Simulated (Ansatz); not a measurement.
A set of related cells and their Bader charge of H.

Cell A: a slab of HfO2 (P2₁/c) cut along (1 1 -1), 37 atoms, oblique cell of 7.33 × 6.78 Å (44.6 Å²), symmetry P1 within 0.02 Å, 9.6 Å thick under 16 Å of vacuum, in-plane vectors held at the crystal's; planes from bottom to top: O | Hf4O4 | O3 | Hf4O8 | O3 | Hf4O4 | O | H, its two faces unlike (dipole correction applied); added, foreign or displaced atoms, above the top plane: H bound to 1 Hf at 2.12 Å; spin state with PBE: parallel moments, net moment 1.0 μB a cell, k-point mesh 4×4×1.
```xyz
37
Lattice="7.3349 0.0000 0.0000 2.9996 6.0840 0.0000 0.0000 0.0000 25.7723" Properties=species:S:1:pos:R:3 pbc="T T T"
Hf     4.9794     1.0539     8.9253
Hf     6.3674     3.8520     9.4258
Hf     1.5600     0.7445     9.4616
Hf     2.4363     4.1628     9.1699
O      3.4035     0.0019    10.1741
O      7.9497     4.8802     8.4610
O      8.2337     2.7088     9.9644
O      2.9627     2.0488     8.5557
O      5.8597     2.5659     8.0030
O      5.3599     2.2182    10.5115
O      4.4886     4.7141     9.0820
O      6.9368     0.2327     8.9979
Hf     8.5812     2.8186    12.0603
Hf    10.0628     5.7191    12.7803
Hf     5.1411     2.5755    12.5506
Hf     6.1675     5.9597    12.3317
O      7.1187     1.8478    13.3232
O      1.1902     0.6182    11.5387
O      4.5885     4.5552    13.0989
O      6.7226     3.9769    11.7654
O      2.3512     4.4449    11.1595
O      8.9664     4.0842    13.6799
O      5.1578     0.3840    12.5700
O      3.1561     2.0643    12.2959
Hf     4.9512     4.7009    15.4422
Hf     3.2846     1.4481    15.9762
Hf     8.8753     4.3708    15.6670
Hf     6.7579     1.7152    15.3870
O      3.3387     3.6809    16.3786
O      4.8994     2.4220    14.7135
O      5.4249     0.3364    16.3306
O      3.0732     5.8400    14.8673
O      2.9815     0.2169    14.3741
O      5.4083     5.9841    16.8631
O      1.3627     2.2256    15.8586
O      6.8193     3.8219    15.7768
H      4.6767     1.2251    17.5536
```

Cell B: a slab of HfO2 (P2₁/c) cut along (1 1 -1), 37 atoms, oblique cell of 7.33 × 6.78 Å (44.6 Å²), symmetry P1 within 0.02 Å, 9.8 Å thick under 16 Å of vacuum, in-plane vectors held at the crystal's; planes from bottom to top: O | Hf4O4 | O3 | Hf4O8 | Hf4O7 | O | H, its two faces unlike (dipole correction applied); added, foreign or displaced atoms, above the top plane: H bound to 1 O at 0.97 Å; spin state with PBE: net moment 1.0 μB a cell, k-point mesh 4×4×1.
```yaml
crystal:
  lattice:
    - [7.33489, 0.00000, 0.00000]
    - [2.99960, 6.08400, 0.00000]
    - [0.00000, 0.00000, 25.83329]
  atoms:
    - { symbol: Hf, position: [0.61186, 0.17224, 0.34490] }
    - { symbol: Hf, position: [0.61300, 0.63387, 0.36458] }
    - { symbol: Hf, position: [0.16727, 0.12194, 0.36651] }
    - { symbol: Hf, position: [0.05641, 0.68403, 0.35508] }
    - { symbol: O, position: [0.46823, 0.99969, 0.39375] }
    - { symbol: O, position: [0.76047, 0.80142, 0.32713] }
    - { symbol: O, position: [0.94454, 0.44492, 0.38598] }
    - { symbol: O, position: [0.26975, 0.33656, 0.33112] }
    - { symbol: O, position: [0.63146, 0.42075, 0.30957] }
    - { symbol: O, position: [0.58205, 0.36586, 0.40617] }
    - { symbol: O, position: [0.29897, 0.77505, 0.35103] }
    - { symbol: O, position: [0.93336, 0.03808, 0.34923] }
    - { symbol: Hf, position: [0.98444, 0.46383, 0.46725] }
    - { symbol: Hf, position: [0.98973, 0.94223, 0.49461] }
    - { symbol: Hf, position: [0.53480, 0.42074, 0.48429] }
    - { symbol: Hf, position: [0.44417, 0.98013, 0.47834] }
    - { symbol: O, position: [0.84840, 0.30519, 0.51604] }
    - { symbol: O, position: [0.12544, 0.10115, 0.44704] }
    - { symbol: O, position: [0.32257, 0.74471, 0.50663] }
    - { symbol: O, position: [0.65185, 0.65313, 0.45484] }
    - { symbol: O, position: [0.02720, 0.72927, 0.43219] }
    - { symbol: O, position: [0.94516, 0.67574, 0.52947] }
    - { symbol: O, position: [0.68068, 0.06550, 0.48594] }
    - { symbol: O, position: [0.29536, 0.33827, 0.47719] }
    - { symbol: Hf, position: [0.36915, 0.75803, 0.59186] }
    - { symbol: Hf, position: [0.35238, 0.25956, 0.61694] }
    - { symbol: Hf, position: [0.91341, 0.72508, 0.60621] }
    - { symbol: Hf, position: [0.81478, 0.27609, 0.59702] }
    - { symbol: O, position: [0.21148, 0.60837, 0.63246] }
    - { symbol: O, position: [0.50828, 0.40579, 0.56976] }
    - { symbol: O, position: [0.71806, 0.05350, 0.62876] }
    - { symbol: O, position: [0.03748, 0.96004, 0.57466] }
    - { symbol: O, position: [0.40171, 0.02660, 0.55762] }
    - { symbol: O, position: [0.32949, 0.97912, 0.65476] }
    - { symbol: O, position: [0.04020, 0.36338, 0.61687] }
    - { symbol: O, position: [0.67429, 0.62885, 0.61246] }
    - { symbol: H, position: [0.40046, 0.92324, 0.68706] }
```

All numbers come from Ansatz (an electronic-structure program), plane waves with PAW, its default PAW set, cutoff 420 eV. The structures are at rest with PBE, within the held lattices. Neutral cells; Fermi-Dirac smearing of at most 0.05 eV in the solids, energies taken to zero width. Larger cells are relaxed from a start prepared with the learned potential CHGNet, on a coarser mesh till forces fall under 0.03 eV/Å, which some starts already meet. The structures are the rest points that the relaxations reached, not proven lowest. Spin-orbit coupling is left out. No search over spin orders was made beyond those shown. Values are for these cell sizes. A dispersion term ran beside these levels; it doesn't touch the electrons. Electrons of density maxima off the nuclei are shared among the atoms. Mean over the atoms, with the range where they differ; positive means electrons lost.

Problem. Predict the Bader charge of H (e) of each cell with PBE.

Solution. 
```json
[
 {"cell": "A", "PBE": "-0.09"},
 {"cell": "B", "PBE": "0.57"}
]
```

With PBE the value of B exceeds that of A by 0.66 e.
